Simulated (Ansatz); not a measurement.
# ZnS: pressure series

The reference is ZnS in the wurtzite structure (space group P6_3mc, No. 186; a = 3.806 Å, c = 6.245 Å).

Cell and atoms are relaxed at each pressure.

Calculations: r2SCAN (Ansatz, a program for electronic structure; PAW; 500 eV plane waves; no spin-orbit coupling).

```tsv
case	band gap	shortest interatomic distance
base	2.78 eV	2.333 Å
pressure −2 GPa	2.65 eV	___
pressure −1 GPa	2.72 eV	2.344 Å
pressure 3 GPa	2.94 eV	2.306 Å
pressure 7 GPa	3.13 eV	2.276 Å
pressure 15 GPa	3.44 eV	2.226 Å
pressure 30 GPa	___	___
pressure 50 GPa	2.82 eV	2.086 Å
pressure 75 GPa	1.85 eV	2.018 Å
pressure 100 GPa	0.73 eV	1.966 Å
```

Problem. Some entries are withheld; estimate them.

Solution. 
- pressure −2 GPa, shortest interatomic distance: 2.354 Å
- pressure 30 GPa, band gap: 3.48 eV
- pressure 30 GPa, shortest interatomic distance: 2.155 Å

Load acts through the strain it causes; cell and atoms are relaxed under it. No phonon test of stability was made. Tetrahedral semiconductors of this kind turn to denser phases somewhere between about 1 and 50 GPa; those were not computed, so compressed cells here can lie past the real transition.
